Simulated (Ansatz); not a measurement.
These are PBE (plane waves to 420 eV, PAW; Ansatz, a first-principles code) values and carry that method's errors.

Planar average of the electrostatic potential across the slab, in eV from the Fermi level, for a constructed model of the (111) surface of fcc Ir, a pseudomorphic layer of Co in the other hollow (bottom of the slab: a bare face, its two planes held):

(z (Å), V (eV)): (3.54, 5.51); (3.83, 5.51); (4.13, 5.51); (4.42, 5.51); (4.72, 5.50); (5.01, 5.49); (5.31, 5.46); (5.60, 5.40); (5.90, 5.26); (6.19, 4.95); (6.49, 4.25); (6.78, 2.67); (7.08, -1.13); (7.38, -9.66); (7.67, -18.99); (7.96, -23.77); (8.26, -21.40); (8.55, -13.33); (8.85, -4.44); (9.14, -1.43); (9.44, -5.52); (9.73, -14.78); (10.03, -22.44); (10.32, -24.16); (10.62, -18.98); (10.91, -9.79); (11.21, -2.78); (11.50, -2.88); (11.80, -10.04); (12.09, -19.18); (12.39, -24.20); (12.68, -22.27); (12.98, -14.50); (13.27, -5.38); (13.57, -1.62); (13.86, -4.86); (14.16, -13.80); (14.46, -21.85); (14.75, -24.26); (15.04, -19.63); (15.34, -10.60); (15.63, -3.00); (15.93, -2.18); (16.22, -8.39); (16.52, -17.75); (16.81, -23.76); (17.11, -23.05); (17.40, -16.05); (17.70, -6.71); (17.99, -1.77); (18.29, -3.80); (18.58, -12.17); (18.88, -20.80); (19.18, -24.35); (19.47, -20.79); (19.77, -12.16); (20.06, -3.86); (20.36, -2.45); (20.65, -8.12); (20.95, -14.56); (21.24, -16.44); (21.54, -12.44); (21.83, -4.91); (22.12, 0.74); (22.42, 2.83); (22.71, 3.81); (23.01, 4.28); (23.30, 4.52); (23.60, 4.63); (23.89, 4.69); (24.19, 4.71); (24.48, 4.73); (24.78, 4.73); (25.07, 4.74); (25.37, 4.74); (25.66, 4.74)

Set-up: 7 atoms, 13.5 Å thick at the start with caps and adatoms (thin: gaps and levels are the slab's own); mesh 16x16x1; 0.1 eV smearing; dipole correction on; 2 atoms held, the rest relaxed; held to the start's symmetry, so lower structures may exist; spin-polarised, ending with about 2.1 μB a cell; orders that need a larger cell were not tried, no spin-orbit, no U. In PBE it lies 0.01 eV a 1x1 cell over the lowest computed structure of the same composition (a pseudomorphic layer of Co in the host's stacking).

Question: The surface cell has an area of 6.49 Å². What dipole along the normal does the step between the two vacuum levels imply?

Answer: the top vacuum level lies 0.77 eV below the bottom one; p = −ε₀ A ΔV (ε₀ = 0.005526 e/(V·Å)) gives 0.03 e·Å a cell.
